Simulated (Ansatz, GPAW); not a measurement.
A GPAW input for a self-consistent single point of AgCl (Fm-3m, 2 atoms in the cell) (DFT PBE, plane waves, GPAW PAW datasets PBE (gpaw-data 1.0.1)):

```python
from ase import Atoms
from ase.units import GPa
from gpaw import GPAW

atoms = Atoms(['Ag', 'Cl'],
              cell=[[0.000000, 2.775000, 2.775000],
                    [2.775000, 0.000000, 2.775000],
                    [2.775000, 2.775000, 0.000000]],
              positions=[[0.000000, 0.000000, 0.000000],
                         [2.775000, 2.775000, 2.775000]],
              pbc=True)

calc = GPAW(mode={'name': 'pw', 'ecut': 550},
            xc='PBE',
            kpts={'size': (8, 8, 8), 'gamma': True},
            occupations={'name': 'fermi-dirac', 'width': 0.01},
            nbands=-4,
            convergence={'bands': -2},
            symmetry={'symmorphic': False, 'tolerance': 0.0005},
            maxiter=100)

atoms.calc = calc

energy = atoms.get_potential_energy()
print('Energy (eV):', round(energy, 6))
forces = atoms.get_forces()
print('Forces (eV/Ang):')
print(forces.round(5))
stress = atoms.get_stress()
print('Stress (GPa, Voigt):', (stress / GPa).round(4))
```

Problem. Write the same calculation as an input for Ansatz (a quantum-chemistry and plane-wave program).

Solution. One input that does it (others would too):

Ansatz 0.2 input:
```yaml
# AgCl
crystal:
  lattice:
    - [0.000000, 2.775000, 2.775000]
    - [2.775000, 0.000000, 2.775000]
    - [2.775000, 2.775000, 0.000000]
  atoms:
    - { symbol: Ag, position: [0.000000, 0.000000, 0.000000] }
    - { symbol: Cl, position: [0.500000, 0.500000, 0.500000] }
kpoints:
  mp_grid:
    grid: [8, 8, 8]
hamiltonian:
  xc: pbe
  pseudopotentials:
    kind: paw
scf:
  occupations:
    method: fermi_dirac
    width: 0.01
output:
  forces: true
  eigenvalues: true
  stress: true
```

Basis settings and potentials, where a program has them, do not carry over. This input uses DFT, PBE, plane waves, default PAW files. Both were run: pressure 1.48 GPa in GPAW and 1.48 in Ansatz; gap on the mesh 0.890 eV in GPAW and 0.912 in Ansatz. Ansatz's pressure is the one without its finite-basis correction.

On GPAW: the starting cell has typed, rounded lattice constants, without a prior relaxation at this level.

On Ansatz: the starting cell has typed, rounded lattice constants, without a prior relaxation at this level.
